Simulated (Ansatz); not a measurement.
The starting structures come from a database of crystals and need not be the phases stable at ambient conditions.

Inside the gap of an insulator the Bloch states are evanescent, with a wavenumber k + iκ along the transport direction.

Input:

```
HgO
1.0
    3.66219     0.00000     0.00000
   -1.83110     3.17155     0.00000
    0.00000     0.00000     8.84122
Hg O
3 3
Direct
  0.23149   0.00000   0.00000
  0.00000   0.23149   0.66667
  0.76851   0.76851   0.33333
  0.55325   0.00000   0.50000
  0.00000   0.55325   0.16667
  0.44675   0.44675   0.83333
```

The cell was relaxed by PBE-D3(BJ); by PBEsol it stands under a pressure of -2.9 GPa.

Transport runs along the normal of the first two printed cell vectors, the (001) plane of the conventional cell.

The gap is the functional's own, uncorrected, and κ follows it; spin-orbit coupling is left out. Mid-gap means the computed energy nearest the middle.

Compute, with PBEsol in Ansatz (a first-principles code), the band gap and the smallest decay constant κ at mid-gap.

Gap 1.38 eV on a 12×12×4 mesh; κ = 0.327 1/Å, at (0.083, 0.083) of the in-plane reciprocal vectors. At the zone centre the slowest state has κ = 0.33 1/Å.
